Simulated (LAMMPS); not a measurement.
Pressure dependence of GaAs (zinc blende) at 1950 K, from the melt.

Model: classical MD, pair style bop, file GaAs.bop.table (LAMMPS).

```csv
P (GPa),state,volume,coordination number of As by Ga,self-diffusion coefficient of As (not corrected for cell size)
0,liquid,21.97 ± 0.05 Å³/atom,3.75 (counted to 3.26 Å),(6.4 ± 0.3) × 10^-5 cm²/s
2,liquid,20.32 ± 0.04 Å³/atom,3.75 (counted to 3.18 Å),(6.8 ± 0.5) × 10^-5 cm²/s
5,liquid,18.99 ± 0.01 Å³/atom,4.26 (counted to 3.22 Å),(5.0 ± 0.6) × 10^-5 cm²/s
```

Caution: a run this short can hold a crystal over, or a liquid under, the potential's own melting point, which these runs don't give.

Caution: the real compound melts congruently only under the pressure of its own vapour and loses its more volatile element when open.

Estimate the isothermal bulk modulus at zero pressure. A parabola P(ln V) through the three points gives −dP/d ln V = 16 GPa at zero pressure.

States go by the mean squared displacement: a species diffuses where it passes 1.5 Å², still rises and gives D over 1e-6 cm²/s; a crystal has left its structure where atoms lie 0.35 Å off their sites on average or a cubic box changes its shape by 3 %, or the axial ratios of another lie 8 % off the starting cell's, which the potential's own relaxation can also do.

Errors of D are the spread over four groups of atoms in one short run; a floor of about 5 %, a picked value, is safer.

The ± values are statistical; the model's systematic error is not in them.
